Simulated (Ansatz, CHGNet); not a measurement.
## Formation enthalpy of 1T (CdI2-type) PtTe2 at several levels of theory

No measured value is used here.

```csv
level (code),value (eV/atom)
CHGNet 0.3.0,-0.685
LDA (Ansatz),[?]
PBE (Ansatz),-0.390
PBEsol (Ansatz),-0.410
RPBE (Ansatz),-0.390
PBE-D3(BJ) (Ansatz),-0.391
PBEsol-D3(BJ) (Ansatz),-0.406
rVV10 (Ansatz),[?]
HSE06 (Ansatz),[?]
```

**Question.** Fill in the missing entries.

**Answer.** 
- LDA (Ansatz, a quantum-chemistry and plane-wave program), value (eV/atom): -0.418
- rVV10 (Ansatz), value (eV/atom): -0.348
- HSE06 (Ansatz), value (eV/atom): -0.500

Density-functional levels without +SOC have no spin–orbit coupling, which shifts binding energies of heavy elements. CHGNet 0.3.0: the cell has another shape than the first-principles one, perhaps another minimum in the same group. CHGNet 0.3.0: the energies of CHGNet 0.3.0 can hold anion corrections fitted to measured formation enthalpies. LDA: LDA has no dispersion term either, though it tends to give short spacings of layers, chains or molecules. PBE, RPBE: for a layered or molecular solid the relaxed cell lies over 5 % above the published volume, where the minimum can be shallow. PBE, PBEsol, RPBE, HSE06: the cell comes from a level without a dispersion term, which matters for the spacing of layers, chains or molecules. RPBE: an element that serves as reference has a cell well above its measured volume. Each level is taken at its own relaxed cell. Cutoffs and k meshes differ between the levels. Ansatz's density-functional and Hartree–Fock values are scalar-relativistic unless marked +SOC, with PAW data made under PBE.

Machine-learned potentials (CHGNet 0.3.0) are trained on DFT data: a solid inside that data is no test of them.
